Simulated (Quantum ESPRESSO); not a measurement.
**How far to go with shifted k-point meshes: Ba (Im-3m, 1 atom in the cell)**

```yaml
crystal:
  lattice:
    - [2.49745, 2.49745, 2.49745]
    - [-2.49745, 2.49745, 2.49745]
    - [-2.49745, -2.49745, 2.49745]
  atoms:
    - { symbol: Ba, position: [0.00000, 0.00000, 0.00000] }
```

Method: PBE, SSSP 1.1.2 efficiency (PBE) pseudopotentials (plane waves; Quantum ESPRESSO 7.5).

Base settings: ecutwfc = 45 Ry; ecutrho = 360 Ry; occupations = smearing; smearing = gaussian; degauss = 0.0073499 Ry; potentials = {Ba: Ba.pbe-spn-kjpaw_psl.1.0.0.UPF}; K_POINTS = automatic 8 8 8 0 0 0; conv_thr = 1e-10 Ry; mixing_beta = 0.3.

Only quantities that move along the ladder and can be compared are tabulated.

The count of work is k-points × plane waves × bands × iterations; it is no time. 

The starting cell has typed, rounded lattice constants, without a prior relaxation at this level. Its lattice was rescaled by up to half a per cent.

Steps (K_POINTS): automatic 2 2 2 1 1 1; automatic 3 3 3 1 1 1; automatic 4 4 4 1 1 1; automatic 5 5 5 1 1 1; automatic 6 6 6 1 1 1; automatic 7 7 7 1 1 1; automatic 8 8 8 1 1 1; automatic 9 9 9 1 1 1; automatic 10 10 10 1 1 1; automatic 11 11 11 1 1 1; automatic 12 12 12 1 1 1; automatic 13 13 13 1 1 1; automatic 15 15 15 1 1 1; automatic 16 16 16 1 1 1; automatic 18 18 18 1 1 1; automatic 22 22 22 1 1 1; automatic 27 27 27 1 1 1; automatic 30 30 30 1 1 1.

Problem. What is the coarsest K_POINTS that holds the free energy within 5 meV/atom of the last step, with all finer ones?

Solution. automatic 7 7 7 1 1 1, at 0.019 of the last step's count of work; the step before is off by 7.1 meV/atom.

Problem. What is the coarsest K_POINTS that holds the pressure within 0.1 GPa of the last step, with all finer ones?

Solution. automatic 6 6 6 1 1 1, at 0.021 of the last step's count of work; the step before is off by 0.20 GPa.

```csv
K_POINTS,free energy less the last step's (meV/atom),pressure (GPa),count of work / last
automatic 2 2 2 1 1 1,388.15,4.19,0.0021
automatic 3 3 3 1 1 1,-11.05,0.41,0.0081
automatic 4 4 4 1 1 1,-18.02,-0.06,0.0089
automatic 5 5 5 1 1 1,5.47,0.36,0.014
automatic 6 6 6 1 1 1,7.09,0.16,0.021
automatic 7 7 7 1 1 1,-2.15,0.18,0.019
automatic 8 8 8 1 1 1,0.15,0.14,0.032
automatic 9 9 9 1 1 1,1.19,0.14,0.068
automatic 10 10 10 1 1 1,-0.98,0.17,0.040
automatic 11 11 11 1 1 1,0.08,0.14,0.071
automatic 12 12 12 1 1 1,0.51,0.16,0.084
automatic 13 13 13 1 1 1,-0.01,0.16,0.11
automatic 15 15 15 1 1 1,0.24,0.16,0.14
automatic 16 16 16 1 1 1,0.05,0.16,0.13
automatic 18 18 18 1 1 1,0.07,0.15,0.17
automatic 22 22 22 1 1 1,0.04,0.16,0.30
automatic 27 27 27 1 1 1,0.00,0.16,0.52
automatic 30 30 30 1 1 1,0.00,0.16,1.0
```
